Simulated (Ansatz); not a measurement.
Effect of uniaxial strain ε_xx = −1.50 % on Ga2O3

Consider Ga2O3 in the corundum structure (space group R-3c, No. 167; a = 4.950 Å, c = 13.306 Å (hexagonal axes)). Axes: x lies along a and z along c of the hexagonal cell.

Perturbation: the cell is compressed by 1.50 % along x with no lateral relaxation, atoms relaxed at fixed cell.

Method: LDA (Ansatz, a program for electronic structure), spin-orbit coupling left out. Γ-centred 8×8×8 mesh, Fermi–Dirac width 0.05 eV.

Volume per atom: 9.27 Å³ (base 9.41 Å³)
Space group: C2/c (No. 15) (base R-3c (No. 167))
Shortest interatomic distance: 1.893 Å (base 1.911 Å)
Energy relative to the base (free energy F): +2.8 meV/atom
Pressure (mean of the normal stresses, compression positive): 3.92 GPa (base 0.00 GPa)
Band gap: 3.22 eV (base 3.04 eV)
Gap character: indirect, k = (0, 0.125, -0.125) in the run's primitive reciprocal basis → Γ
Smallest direct gap: 3.46 eV (base 3.31 eV)
Electron mass: 0.25 mₑ (at Γ) (base 0.24 mₑ (at Γ))
Stress (xx, yy, zz, yz, xz, xy; compression positive): (6.44, 3.02, 2.30, 0.28, 0.00, 0.00) GPa

Final structure:

```xyz
10
Lattice="2.4378 1.4289 4.4353 -2.4378 1.4289 4.4353 0.0000 -2.8578 4.4353" Properties=species:S:1:pos:R:3 pbc="T T T"
Ga    -0.0035    -0.0058     8.5759
Ga     0.0035    -0.0058     1.9230
Ga     0.0035     0.0058     4.7298
Ga    -0.0035     0.0058    11.3827
O      0.7389     1.5609     5.5411
O     -1.6990    -0.1319     5.5471
O     -0.7389    -1.5609     7.7647
O     -0.9582     1.4289     7.7617
O      1.6990     0.1319     7.7587
O      0.9582    -1.4289     5.5441
```

Cost of the whole job for the changed cell (relaxation, final SCF and bands): around 2.2 core-minutes (rough).

Effective masses come from finite differences of ±0.01 Å⁻¹. No phonon test of stability was made. k-point labels follow each cell's own Brillouin zone.
